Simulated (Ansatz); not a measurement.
## Electron-phonon data for Ru under load (space group P6_3/mmc)

Input:

```
CELL_PARAMETERS angstrom
      2.70312     0.00000     0.00000
     -1.35156     2.34097     0.00000
      0.00000     0.00000     4.26127
ATOMIC_POSITIONS crystal
  Ru 0.33333 0.66667 0.25000
  Ru 0.66667 0.33333 0.75000
```

These are PBEsol, DFPT electron-phonon coupling, linearised Boltzmann equation (plane waves, PAW, scalar-relativistic; Ansatz, a program for electronic structure) values and carry that method's errors. Condition of this run: hydrostatic pressure -4 GPa (the target of the relaxation). Cell: relaxed with this functional, without spin-orbit coupling, then loaded as said.

| Quantity | Value |
|---|---|
| resistivity at 300 K | 7.1 (x), 7.1 (y), 5.4 (z) μΩ·cm |
| resistivity at 77 K | 0.55 (x), 0.55 (y), 0.44 (z) μΩ·cm |
| electron mean free path at 300 K (weighted by the current that each state carries) | 8.9 (x), 8.9 (y), 8.4 (z) nm |
| resistivity times mean free path for one path shared by all states (from the Fermi surface's area) | 5.2 (x), 5.2 (y), 3.8 (z) ×10⁻¹⁶ Ω·m² |
| electron-phonon coupling λ | 0.45 |
| transport coupling λ_tr | 0.48 (x), 0.48 (y), 0.45 (z) |
| logarithmic mean phonon energy | 24 meV |
| density of states at the Fermi level | 0.79 states/(eV·spin·cell) |
| Drude plasma energy | 8.4 (x), 8.4 (y), 9.4 (z) eV |
| Tc for μ* = 0.10 (anisotropic Eliashberg) | 2.1 K |
| Tc for μ* = 0.13 (anisotropic Eliashberg) | 1.13 K |

A metal at this level (no band gap). Only scattering by harmonic phonons is included (no impurities, grain boundaries, electron-electron scattering or thermal expansion). Spin-orbit coupling is left out. Spin fluctuations, which work against superconductivity with these elements, are left out. For metals of groups 4 to 10, Tc at these values of μ* can lie well above the measured one. At a coupling this weak a few per cent in λ move Tc by tens of per cent. Halving the electron mesh (36x36x20) moves the resistivity by up to 5 % at 300 K, the mean free path by up to 4 %, the coupling by up to 2 %, Tc by up to 3 %. Smearing 0.20 eV; phonons on a 6x6x3 q mesh, which this run doesn't test and which matters most at low temperature. Tc comes from the anisotropic Migdal-Eliashberg equations with μ*, a chosen number, referred to 25 meV.
